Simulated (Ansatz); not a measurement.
Here is the system:

```
CELL_PARAMETERS angstrom
      2.95333     0.00000     0.00000
      1.47666     2.55766     0.00000
      1.47666    -0.85255     2.39741
ATOMIC_POSITIONS crystal
  Mg 0.00000 0.00000 0.00000
  O  0.00000 0.50000 0.50000
```

No spin polarisation.

Method: LDA (Ansatz, an electronic-structure program), no SOC. Γ-centred 14×14×14 mesh, Fermi–Dirac width 0.05 eV.

**Question.** What band gap does the calculation give?

**Answer.** 4.94 eV.

**Question.** Estimate the electron mass.

**Answer.** 0.36 mₑ (at Γ).

**Question.** What is the computed pressure (mean of the normal stresses, compression positive)?

**Answer.** -1.16 GPa.

The cells carry an imposed strain or load. Effective masses come from finite differences of ±0.01 Å⁻¹. No phonon test of stability was made. The cell was made from MgO in the rock salt structure (space group Fm-3m, No. 225) by this change: biaxial strain +0.42 %, plane normal [111], relaxed out of plane.
